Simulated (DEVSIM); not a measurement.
Device: Pt/SiO2/n-GaAs capacitor, at 300 K.

```
layer (left to right)  material  thickness (nm)  Nd (cm⁻³)
---------------------  --------  --------------  ---------
1                          SiO2            29.0          -
2                          GaAs            2600     6.2e16
```

Metal gate on the left, work function 5.6 eV. Fixed charge at the semiconductor interface 2e12 cm⁻² (in units of +e); no interface traps.

The device is made up for the run: typed textbook-type constants, with dimensions and the other settings drawn at random. Values at 300 K.

```csv
parameter,SiO2,GaAs
gap (eV),9,1.424
affinity (eV),0.9,4.07
permittivity,3.9,12.9
Nc (cm⁻³),-,4.7e17
Nv (cm⁻³),-,9e18
```

Simulated with DEVSIM: 1D Poisson equation in equilibrium, Boltzmann statistics, complete ionisation; no quantum confinement or tunnelling. Metal contacts follow the ideal Schottky-Mott rule: no Fermi-level pinning, no interface dipoles.

The substrate doping was swept, all else fixed.

```csv
substrate doping (cm^-3),flat-band voltage (V),minimum of the low-frequency capacitance (μF/cm²)
3.1e15,-1.29,0.0159
6.2e15,-1.27,0.0206
1.2e16,-1.25,0.0263
3.1e16,-1.23,0.0365
6.2e16,-1.21,0.0454
1.2e17,-1.20,0.0543
```

From the first row to the last the flat-band voltage goes from -1.29 to -1.20. From the first row to the last the minimum of the low-frequency capacitance goes from 0.0159 to 0.0543.
